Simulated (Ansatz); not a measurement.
The structure below was relaxed with Ansatz (a first-principles code) r2SCAN, scalar-relativistic without spin-orbit coupling.

Space group F-43m (No. 216); a = b = c = 5.652 Å, α = β = γ = 90.00°

| atom | site | symmetry | x | y | z |
|---|---|---|---|---|---|
| S | 4c | -43m | 0.2500 | 0.2500 | 0.2500 |
| Ag | 4a | -43m | 0.0000 | 0.0000 | 0.0000 |

Q: Write out a cell with all atoms.

A: 
```cif
data_Ag4S4
_chemical_formula_sum 'S4 Ag4'
_space_group_name_H-M_alt 'P 1'
_space_group_IT_number 1
_cell_length_a 5.65196
_cell_length_b 5.65196
_cell_length_c 5.65196
_cell_angle_alpha 90.000
_cell_angle_beta 90.000
_cell_angle_gamma 90.000
loop_
_space_group_symop_operation_xyz
  'x, y, z'
loop_
_atom_site_label
_atom_site_type_symbol
_atom_site_fract_x
_atom_site_fract_y
_atom_site_fract_z
_atom_site_occupancy
S1 S 0.25000 0.25000 0.25000 1
Ag1 Ag 0.00000 0.00000 0.00000 1
S2 S 0.25000 0.75000 0.75000 1
Ag2 Ag 0.00000 0.50000 0.50000 1
S3 S 0.75000 0.25000 0.75000 1
Ag3 Ag 0.50000 0.00000 0.50000 1
S4 S 0.75000 0.75000 0.25000 1
Ag4 Ag 0.50000 0.50000 0.00000 1
```
This is the conventional cell.

Whether these cells are dynamically stable was not tested. The final runs are not spin-polarised. An odd electron count without spin: AgS. The cell was made from CdS by this change: Cd → Ag; the result is a hypothetical phase, not in the database extracts checked.
